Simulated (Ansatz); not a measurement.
# CsPbBr3: pressure series

Take CsPbBr3 in the cubic perovskite structure (space group Pm-3m, No. 221) as the base.

```cif
data_Br3CsPb
_chemical_formula_sum 'Cs1 Pb1 Br3'
_space_group_name_H-M_alt 'P 1'
_space_group_IT_number 1
_cell_length_a 5.87207
_cell_length_b 5.87207
_cell_length_c 5.87207
_cell_angle_alpha 90.000
_cell_angle_beta 90.000
_cell_angle_gamma 90.000
loop_
_space_group_symop_operation_xyz
  'x, y, z'
loop_
_atom_site_label
_atom_site_type_symbol
_atom_site_fract_x
_atom_site_fract_y
_atom_site_fract_z
_atom_site_occupancy
Cs1 Cs 0.00000 0.00000 0.00000 1
Pb1 Pb 0.50000 0.50000 0.50000 1
Br1 Br 0.00000 0.50000 0.50000 1
Br2 Br 0.50000 0.50000 0.00000 1
Br3 Br 0.50000 0.00000 0.50000 1
```

Cell and atoms are relaxed at each pressure.

All numbers come from PBEsol (Ansatz, a quantum-chemistry and plane-wave program; PAW; 420 eV plane waves; no spin-orbit coupling).

Problem. Only one of these has no band gap. Which?
A. pressure −2 GPa
B. pressure 60 GPa
C. pressure −1 GPa
D. pressure 1.8 GPa

Solution. B, pressure 60 GPa. Computed: pressure −1 GPa: 1.63 eV; pressure 1.8 GPa: 1.11 eV; pressure −2 GPa: 1.86 eV; pressure 60 GPa: zero

The mesh was chosen for an insulator and is coarse for the gapless case. Spin-orbit coupling, missing from the scalar runs, can matter with Pb. Load acts through the strain it causes; cell and atoms are relaxed under it. No phonon test of stability was made. No other phases were tried under pressure. All final runs are without spin polarisation. Many cubic perovskites are stable only at high temperature; tilts and polar distortions were not tested. This is not the structure that CsPbBr3 has at room temperature and ambient pressure. A zero or small gap of CsPbBr3 under pressure 60 GPa can be the functional's error rather than a property of the material.
